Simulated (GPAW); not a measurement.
GPAW run on KMo3S3 (P6_3/m, 14 atoms in the cell): self-consistent single point.

Computed with PBEsol, GPAW PAW datasets PBEsol (made by gpaw-setup) (plane waves; GPAW 25.7.0).

```xyz
14
Lattice="8.9743 0.0000 0.0000 -4.4871 7.7719 0.0000 0.0000 0.0000 4.4801" Properties=species:S:1:pos:R:3 pbc="T T T"
K      0.0000     5.1813     3.3601
K      4.4871     2.5906     1.1200
Mo    -3.5084     6.5810     3.3601
Mo     7.9955     1.1909     1.1200
Mo     1.5207     0.2522     1.1200
Mo     2.9664     7.5197     3.3601
Mo     0.5420     1.4431     3.3601
Mo     3.9452     6.3288     1.1200
S      2.8749     0.4973     3.3601
S      1.6123     7.2746     1.1200
S      1.0067     2.7384     1.1200
S      3.4804     5.0336     3.3601
S      7.1061     2.2410     3.3601
S     -2.6190     5.5309     1.1200
```

Reference input (self-consistent single point, DFT PBEsol, plane waves, GPAW PAW datasets PBEsol (made by gpaw-setup)): mode = pw; ecut = 550 eV; xc = PBEsol; kpts = 3 3 5; mesh shift (steps) = 0.5 0.5 0.5; occupations.name = fermi-dirac; occupations.width = 0.136 eV; nbands = -18; convergence.density = 1e-05 e/electron; convergence.energy = 1e-05 eV/electron; symmetry.symmorphic = false; symmetry.tolerance = 0.0005. This run's input differs from it in these lines:

```diff
@@ -25,3 +25,3 @@
 
-calc = GPAW(mode={'name': 'pw', 'ecut': 550},
+calc = GPAW(mode={'name': 'pw', 'ecut': 440},
             xc='PBEsol',
```

The program printed (abridged):

```
     iter     time        total  log10-change:
                         energy   eigst   dens
iter:   1 --:--:--  -119.239909
iter:   2 --:--:--  -118.424937   -0.52  -1.18
iter:   3 --:--:--  -113.762755   -0.68  -1.21
iter:   4 --:--:--  -112.997533   -1.04  -1.46
iter:   5 --:--:--  -113.180513   -1.22  -1.62
iter:   6 --:--:--  -114.484737   -0.91  -1.76
iter:   7 --:--:--  -112.930042   -1.66  -1.60
iter:   8 --:--:--  -112.785337   -1.83  -2.09
iter:   9 --:--:--  -112.789043   -2.86  -2.58
iter:  10 --:--:--  -112.788402   -3.16  -2.54
iter:  11 --:--:--  -112.764427   -2.77  -2.48
iter:  12 --:--:--  -112.765721   -3.56  -3.25
   [... lines left out ...]
iter:  14 --:--:--  -112.764758c  -4.89  -3.30
iter:  15 --:--:--  -112.764969c  -4.55  -3.49
iter:  16 --:--:--  -112.764804c  -5.57  -3.64
iter:  17 --:--:--  -112.764786c  -6.12  -3.97
iter:  18 --:--:--  -112.764865c  -5.53  -4.00
iter:  19 --:--:--  -112.764785c  -5.51  -3.85
iter:  20 --:--:--  -112.764788c  -6.76  -4.54
iter:  21 --:--:--  -112.764793c  -7.13  -4.54
iter:  22 --:--:--  -112.764788c  -7.17  -4.61
iter:  23 --:--:--  -112.764788c  -6.29  -4.55
iter:  24 --:--:--  -112.764788c  -7.31  -4.50
iter:  25 --:--:--  -112.764777c  -6.53  -4.47
iter:  26 --:--:--  -112.764777c  -8.13c -5.13c
Converged after 26 iterations.

Dipole moment: (-0.000000, 0.000000, 0.000049) |e|*Ang

Energy contributions relative to reference atoms: (reference = -758210.314501)

Kinetic:        -78.277772
Potential:      +43.540126
External:        +0.000000
XC:             -75.006294
Entropy (-ST):   -0.136633
Local:           -2.952520
SIC:             +0.000000
--------------------------
Free energy:   -112.833094
Extrapolated:  -112.764777

Showing only first 2 kpts
 Kpt  Band  Eigenvalues  Occupancy
  0    67      5.64358    1.99984
  0    68      5.86585    1.99917
  0    69      7.30895    0.11252
  0    70      7.33888    0.09131

  1    67      5.39284    1.99997
  1    68      5.61167    1.99987
  1    69      7.55415    0.01946
  1    70      7.57935    0.01619

Fermi level: 6.92544

No gap
   [... lines left out ...]
  8 S    -0.88719   -0.17865   -0.00000
  9 S     0.88719    0.17865    0.00000
 10 S    -0.28888   -0.85766   -0.00000
 11 S     0.28888    0.85766    0.00000
 12 S     0.59831   -0.67901    0.00000
 13 S    -0.59831    0.67901   -0.00000

Stress tensor:
     0.039097     0.000000     0.000000
    -0.000000     0.039097     0.000000
     0.000000     0.000000     0.047741
Stress (GPa, Voigt): [6.2641 6.2641 7.6489 0.     0.     0.    ]
```

The run converged in 26 iterations. GPAW prints stress with tension positive. Against the reference run the free energy goes up by 9.1 meV/atom, the pressure goes from -6.42 to -6.73 GPa and the largest force hardly changes (0.906 to 0.905 eV/Å).

The starting cell comes from a database of computed structures (which also holds hypothetical and non-ambient phases and stackings), without a prior relaxation at this level. Its lattice was rescaled by a random factor within 2.5 % of one. Spin polarisation is off.

Cost on one core of a shared machine: roughly 7 min.
